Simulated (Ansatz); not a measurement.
An Ansatz (a first-principles code) run: La3In with a change (pressure −2 GPa); r2SCAN (Ansatz; PAW; 500 eV plane waves; no spin-orbit coupling).

Input:

Ansatz 0.2 input:
```yaml
crystal:
  lattice:
    - [5.1207592498, 0, 0]
    - [0, 5.1207592498, 0]
    - [0, 0, 5.1207592498]
  atoms:
    - { symbol: La, position: [0.5, 0.5, 0] }
    - { symbol: La, position: [0, 0.5, 0.5] }
    - { symbol: La, position: [0.5, 0, 0.5] }
    - { symbol: In, position: [0, 0, 0] }
basis: { ecutwfc: 500, ecutrho_ratio: 4, xc_grid: 4, fft_grid_basis: typed }
kpoints: { mp_grid: { grid: [9, 9, 9] } }
hamiltonian:
  xc: r2scan
  dispersion: none
  pseudopotentials: { kind: paw }
scf: { occupations: { method: fermi_dirac, width: 0.05 } }
relax: { f_tol: 0.01, max_steps: 60, cell: { stress_tol: 0.02, p_target: -2.0 } }
output: { forces: true, stress: true }
checkpoint: { write: state.ck, write_every: 1000 }
```

Output (explanatory and most iteration lines left out):

```
Relaxation: its limit of steps is 60 (relax.max_steps)
Pseudopotential: La, paw, valence charge 11
Pseudopotential: In, paw, valence charge 13
Crystal: 4 atoms, lattice volume = 134.277 Å³
Basis set: ecut = 500 eV, 3407 PW (Γ), exchange–correlation on 160×160×160 points (64 copies of the dense FFT grid, shifted against one another)
Bands: 28, of which v1, the nominal top of the filled ones, is band 23 counted from 1 (22 counted from 0)
Symmetry: 48 space group operations
Space group: Pm-3m (ITA 221), of the structure as read, at distance tolerance 5.1e-5 Å
k-points: 35 of 729
Functional: x = r2scan, c = r2scan; τ floored in thin density (d = 2e-4 eV/Å³)
SCF iter   1: F=—  HF=-24407.218253 eV  |F-HF|=—  |Δ(HF+E_count)|=         —  Δρ=8.65e-3  dr2=1.41e-1  dr2_τ=1.33e-2  ethr=1.77e-3  ⟨swp⟩=5.9  Hψ=4944  notcnv=0
SCF iter   2: F=—  HF=-24407.403692 eV  |F-HF|=—  |Δ(HF+E_count)|=   1.85e-1  Δρ=4.77e-3  dr2=5.90e-2  dr2_τ=9.32e-4  ethr=3.06e-4  ⟨swp⟩=3.3  Hψ=2389  notcnv=0
SCF 1 converged in 8 iterations: F = -24407.395163 eV  dr2 = 7.56e-8
relax step   1: F+E_penalty+E_count = -24407.39516315 eV  Δ(F+E_penalty+E_count) = +0.000e0 eV  max|allowed force component| = 7.593e-30 eV/Å  Δτ_max = 0.0000 Å  P = -1.001 GPa  Ω = 134.277 Å³  (8 SCF iters, dr2 threshold 1.00e-7 eV, accepted)
[... steps on the carried basis left out ...]
relax step   4: F+E_penalty+E_count = -24407.35637158 eV  Δ(F+E_penalty+E_count) = -6.454e-4 eV  max|allowed force component| = 1.203e-29 eV/Å  Δτ_max = 0.0000 Å  P = -1.996 GPa  Ω = 138.393 Å³  stress off target by 4.09e-3 GPa  SCF on the basis re-selected at this cell (its energy is not comparable with the rows above)  (6 SCF iters)
SCF converged after 6 iterations
Free energy (F): -24407.356372 eV
Internal energy: -24407.300453 eV  (E = F + TS)
E sigma→0 (E₀):  -24407.328412 eV
Entropy (-TS):   -0.055918 eV (-13.980 meV/atom)
Fermi energy:    10.749117 eV
--- Forces (eV/Å), atoms counted from 1 ---
  atom   1  La    -0.00000000    -0.00000000    -0.00000000
  atom   2  La    -0.00000000    -0.00000000     0.00000000
  atom   3  La    -0.00000000    -0.00000000    -0.00000000
  atom   4  In     0.00000000    -0.00000000    -0.00000000
--- Stress (GPa, compression-positive) ---
       -1.995906       0.000000       0.000000
        0.000000      -1.995906      -0.000000
        0.000000      -0.000000      -1.995906
  P = ⅓ Tr σ = -1.9959 GPa (-19.959 kbar)
--- Relaxed structure (3 steps of the walk, 3 accepted, 1 SCFs on fresh bases) ---
  cell:  # Å, volume = 138.3928 Å³
    - [5.1725473194107945, -1.5407439555097887e-33, -8.345696425678021e-34]
    - [-1.5407439555097887e-33, 5.1725473194107945, 6.419766481290786e-35]
    - [-8.345696425678021e-34, 6.419766481290786e-35, 5.1725473194107945]
  atoms:
    - { symbol: La, position: [0.5000000000000001, 0.5000000000000001, 1.9588667691051774e-37] }
    - { symbol: La, position: [6.121458653444672e-37, 0.5000000000000001, 0.5000000000000001] }
    - { symbol: La, position: [0.5000000000000001, -3.672875192408308e-38, 0.5000000000000001] }
    - { symbol: In, position: [-1.0528908883911738e-36, -1.836437596019278e-37, -9.794333845548388e-38] }
```

Load acts through the strain it causes; cell and atoms are relaxed under it. Stability against distortions was not tested. The cell was made from La3In in the Cu3Au type structure (space group Pm-3m, No. 221) by this change: pressure −2 GPa.
